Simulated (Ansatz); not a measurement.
Ansatz (a first-principles code) is run on Zn (P6_3/mmc, 4 atoms in the cell), and the run fails. The aim is a self-consistent single point with DFT, PBE, plane waves, default PAW files.

Input as run:

Ansatz 0.2 input:
```yaml
crystal:
  lattice:
    - [2.746309, 0.000000, 0.000000]
    - [-1.373154, 2.378373, 0.000000]
    - [0.000000, 0.000000, 8.836268]
  atoms:
    - { element: Zn, position: [0.000000, 0.000000, 0.000000] }
    - { symbol: Zn, position: [0.000000, 0.000000, 0.500000] }
    - { symbol: Zn, position: [0.333333, 0.666667, 0.250000] }
    - { symbol: Zn, position: [0.666667, 0.333333, 0.750000] }
basis:
  ecutwfc: 420.0
kpoints:
  mp_grid: { grid: [11, 11, 3] }
hamiltonian:
  xc: pbe
  pseudopotentials: { kind: paw }
scf:
  occupations: { method: gaussian, width: 0.136 }
output:
  forces: true
  eigenvalues: true
  stress: true
```

Log, with long lists cut:

```
Error: YAML parse error: error: line 7 column 9: unknown field `element`, expected one of symbol, position, position_ang, spin, spin_axis, wyckoff
 --> <input>:7:9
  |
5 |     - [0.000000, 0.000000, 8.836268]
6 |   atoms:
7 |     - { element: Zn, position: [0.000000, 0.000000, 0.000000] }
  |         ^ unknown field `element`, expected one of symbol, position, position_ang, spin, spin_axis, wyckoff
8 |     - { symbol: Zn, position: [0.000000, 0.000000, 0.500000] }
9 |     - { symbol: Zn, position: [0.333333, 0.666667, 0.250000] }
  |
```

Question: From the messages shown, name the fault and mend the input.

Answer: The program does not know the word element. To fix it, write symbol. The program stopped before any SCF iteration.

The sound input it was made from differs as follows (other fixes are possible):
```diff
-    - { element: Zn, position: [0.000000, 0.000000, 0.000000] }
+    - { symbol: Zn, position: [0.000000, 0.000000, 0.000000] }
```

With that input, the run converged in 6 iterations: free energy E − TS (on the zero of these files) -13276.0636 eV; Fermi level (on the code's own zero) 11.91 eV; pressure 3.03 GPa (DFT, PBE, plane waves, default PAW files).

On the sound input: the starting cell was generated: these elements placed on a structure prototype, without a prior relaxation; it need not be a known phase or ordering of this composition. Its lattice was rescaled by a random factor within 2.5 % of one. With a pressure of about 3 GPa the cell is away from its equilibrium volume at this level. Ansatz's pressure includes its estimate of the finite-basis (Pulay) stress.
